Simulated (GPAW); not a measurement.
A self-consistent single point of ZrGeSe (P4/nmm, 6 atoms in the cell) with GPAW.

Method: LDA (Perdew-Wang 92), GPAW PAW datasets LDA (gpaw-data 1.0.1) (plane waves; GPAW 25.7.0).

The change in words: lattice scaled by 0.98. Reference geometry:
```
CELL_PARAMETERS angstrom
      3.63083     0.00000     0.00000
      0.00000     3.63083     0.00000
      0.00000     0.00000     8.16948
ATOMIC_POSITIONS crystal
  Zr 0.00000 0.50000 0.73901
  Zr 0.50000 0.00000 0.26099
  Ge 0.00000 0.00000 0.00000
  Ge 0.50000 0.50000 0.00000
  Se 0.50000 0.00000 0.62245
  Se 0.00000 0.50000 0.37755
```

Reference input (self-consistent single point, DFT LDA (Perdew-Wang 92), plane waves, GPAW PAW datasets LDA (gpaw-data 1.0.1)): mode = pw; ecut = 550 eV; xc = LDA; kpts = 6 6 3; mesh shift (steps) = 0 0 0; occupations.name = methfessel-paxton; occupations.width = 0.1 eV; occupations.order = 0; nbands = -12; convergence.density = 1e-05 e/electron; symmetry.symmorphic = false; symmetry.tolerance = 0.0005. This run's input differs from it in these lines:

```diff
@@ -5,5 +5,5 @@
 atoms = Atoms(['Zr', 'Zr', 'Ge', 'Ge', 'Se', 'Se'],
-              cell=[[3.630830, 0.000000, 0.000000],
-                    [0.000000, 3.630830, 0.000000],
-                    [0.000000, 0.000000, 8.169483]],
+              cell=[[3.558213, 0.000000, 0.000000],
+                    [0.000000, 3.558213, 0.000000],
+                    [0.000000, 0.000000, 8.006093]],
               scaled_positions=[[0.000000, 0.500000, 0.739010],
```

Output (repeated stretches shortened):

```
     iter     time        total  log10-change:
                         energy   eigst   dens
iter:   1 --:--:--   -42.351026
iter:   2 --:--:--   -42.241115   -0.86  -1.22
iter:   3 --:--:--   -41.998804   -1.62  -1.25
iter:   4 --:--:--   -41.924858   -2.53  -1.39
iter:   5 --:--:--   -41.886059   -2.23  -1.50
iter:   6 --:--:--   -41.879765   -3.00  -2.21
iter:   7 --:--:--   -41.875328c  -3.88  -2.30
iter:   8 --:--:--   -41.872430c  -3.88  -2.38
iter:   9 --:--:--   -41.871465c  -3.85  -2.70
iter:  10 --:--:--   -41.871405c  -5.09  -3.09
iter:  11 --:--:--   -41.871216c  -5.21  -3.14
iter:  12 --:--:--   -41.871262c  -5.18  -3.42
iter:  13 --:--:--   -41.871209c  -5.84  -3.40
iter:  14 --:--:--   -41.871197c  -6.38  -3.73
iter:  15 --:--:--   -41.871190c  -6.47  -3.91
iter:  16 --:--:--   -41.871188c  -7.41c -4.32
iter:  17 --:--:--   -41.871188c  -7.64c -4.37
iter:  18 --:--:--   -41.871187c  -7.43c -4.49
iter:  19 --:--:--   -41.871187c  -8.34c -4.53
iter:  20 --:--:--   -41.871187c  -8.75c -4.70
iter:  21 --:--:--   -41.871189c  -8.39c -4.75
iter:  22 --:--:--   -41.871189c  -7.91c -4.88
iter:  23 --:--:--   -41.871188c  -8.54c -4.90
iter:  24 --:--:--   -41.871188c  -9.13c -5.05c
Converged after 24 iterations.

Dipole moment: (-0.000000, -0.000000, -0.000000) |e|*Ang

Energy contributions relative to reference atoms: (reference = -441643.108101)

Kinetic:        +99.692442
Potential:      -87.724495
External:        +0.000000
XC:             -54.538351
Entropy (-ST):   -0.008027
Local:           +0.703228
SIC:             +0.000000
--------------------------
Free energy:    -41.875202
Extrapolated:   -41.871188

Showing only first 2 kpts
 Kpt  Band  Eigenvalues  Occupancy
  0    20      9.56465    2.00000
  0    21     10.61358    2.00000
  0    22     11.29806    0.40332
  0    23     11.53668    0.00003

  1    20      9.65544    2.00000
  1    21      9.65544    2.00000
  1    22     11.65248    0.00000
  1    23     11.91059    0.00000

Fermi level: 11.23897

Gap: 0.059 eV
Transition (v -> c):
   [... lines left out ...]
  0 Zr    0.00000    0.00000   -0.44187
  1 Zr    0.00000    0.00000    0.44187
  2 Ge   -0.00000    0.00000    0.00000
  3 Ge    0.00000    0.00000    0.00000
  4 Se    0.00000    0.00000   -0.26088
  5 Se    0.00000    0.00000    0.26088

Stress tensor:
    -0.074303     0.000000     0.000000
     0.000000    -0.074303     0.000000
     0.000000     0.000000    -0.069712
Stress (GPa, Voigt): [-11.9046 -11.9046 -11.1691   0.       0.       0.    ]
```

The run converged in 24 iterations. GPAW prints stress with tension positive. Against the reference run the free energy goes up by 45.1 meV/atom, the pressure goes from 2.19 to 11.66 GPa and the largest force goes from 0.265 to 0.442 eV/Å.

The starting cell comes from a database of computed structures (which also holds hypothetical and non-ambient phases and stackings), without a prior relaxation at this level. Its lattice was rescaled by a random factor within 2.5 % of one. For this run, on top of that: lattice scaled by 0.98. With a pressure of about 12 GPa the cell is away from its equilibrium volume at this level. The log's line on a gap gives a spacing of levels on this mesh, which the program prints for metals too.

Cost on one core of a shared machine: roughly 80 s.
